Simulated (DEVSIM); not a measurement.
System: abrupt Si p-n junction, at 400 K.

Layer 1 from the left is Si, thickness (μm) 8.10, Na (cm⁻³) 5.6e17, τn (s) 3e-7, τp (s) 3e-7. Layer 2 from the left is Si, thickness (μm) 0.460, Nd (cm⁻³) 3.6e16, τn (s) 3e-7, τp (s) 3e-7.

Left contact: ohmic. Right contact: ohmic. Voltage is applied to the left contact. Recombination: SRH at mid-gap, Auger. Mobility is μmin + (μ − μmin)/(1 + (N/Nref)^α).

The device is made up for the run: typed textbook-type constants, with dimensions and the other settings drawn at random. Values at 300 K; Nc and Nv go as T^1.5, mobilities as T to minus their exponent, the gap by Varshni's rule with the affinity fixed.

Si: gap (eV) 1.124, affinity (eV) 4.05, permittivity 11.7, Nc (cm⁻³) 2.86e19, Nv (cm⁻³) 3.1e19, μn (cm²/Vs) 1417, μp (cm²/Vs) 470, μn,min 52, μp,min 45, Nref,n 9.7e16, Nref,p 2.2e17, αn 0.68, αp 0.72, T exponent of μn 2.3, T exponent of μp 2.2, Cn (cm⁶/s) 2.8e-31, Cp (cm⁶/s) 9.9e-32, Varshni α (eV/K) 0.000473, Varshni β (K) 636.

DEVSIM, 1D drift-diffusion, Boltzmann statistics, complete ionisation; no tunnelling, impact ionisation, image-force lowering or self-heating.

Dark forward current:

| |V| (V) | |J| (A/cm²) |
|---|---|
| 0.05 | 0.0001079 |
| 0.10 | 0.0005491 |
| 0.15 | 0.002375 |
| 0.20 | 0.009968 |
| 0.25 | 0.04157 |
| 0.30 | 0.1731 |
| 0.35 | 0.7187 |
| 0.40 | 2.964 |
| 0.45 | 11.96 |
| 0.50 | 44.98 |
| 0.55 | 141.9 |
| 0.60 | 342.8 |
| 0.65 | 647.6 |
| 0.70 | 1033 |
| 0.75 | 1479 |
| 0.80 | 1976 |
| 0.85 | 2517 |

Question: Work out the local ideality factor n = ΔV / (kT/q · ln(J2/J1)) between the rows 0.15 and 0.20 V, 0.80 and 0.85 V.

Answer: kT/q = 34.47 mV. From 0.15 to 0.20 V: ln(0.009968/0.002375) = 1.434, n = 1.01, near the 1 of diffusion or emission over a barrier. From 0.80 to 0.85 V: ln(2517/1976) = 0.242, n = 5.99.

Question: Estimate the current at 0.30 V from the Shockley equation with J0 = Σ q ni² D/(N L) coth(W/L), τ joining the SRH, radiative and Auger lifetimes that are on, and W taken as the whole layer.

Answer: ni² = 3.22e25 cm⁻⁶; electrons in the p layer: μ = 191 cm²/Vs, D = 6.58 cm²/s, τ = 2.97e-7 s, L = 14.0 μm, W/L = 0.58, term 8.31e-8 A/cm²; holes in the n layer: μ = 201 cm²/Vs, D = 6.94 cm²/s, τ = 3.00e-7 s, L = 14.4 μm, W/L = 0.032, term 2.17e-5 A/cm². J0 = 2.17e-5 A/cm², and J = J0 exp(qV/kT) = 0.131 A/cm². The simulation gives 0.173 A/cm²; the estimate lies 24 % below. The estimate leaves out recombination in the depletion region and that region's share of W.
